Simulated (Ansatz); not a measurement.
Take Re in the hcp (Mg type) structure (space group P6_3/mmc, No. 194; a = 2.775 Å, c = 4.483 Å) as the base.

(Cell as relaxed with PBE.)

Levels (all Ansatz, an electronic-structure program, PAW, earlier PAW set): PBE (420 eV, no SOC); r2SCAN (500 eV, without spin-orbit coupling).

Each level relaxes its own structure.

```csv
base,PBE,r2SCAN
volume per atom,14.95 Å³,14.70 Å³
lattice parameter a,2.775 Å,2.758 Å
band gap,zero,zero
```

Modification: a hydrostatic pressure of 50 GPa.

| quantity | PBE | r2SCAN |
|---|---|---|
| lattice parameter a | 2.677 Å | (withheld) |
| c/a ratio | 1.615 | (withheld) |

### Question
Predict the r2SCAN column.

### Answer

- lattice parameter a, r2SCAN: 2.665 Å
- c/a ratio, r2SCAN: 1.617

PBE's lattice parameter a lies 0.012 Å above r2SCAN's (0.4 %). Neither level is exact; r2SCAN is the comparison here, not a measurement.

Load acts through the strain it causes; cell and atoms are relaxed under it. No phonon test of stability was made. Competing high-pressure phases were not computed. All final runs are without spin polarisation.
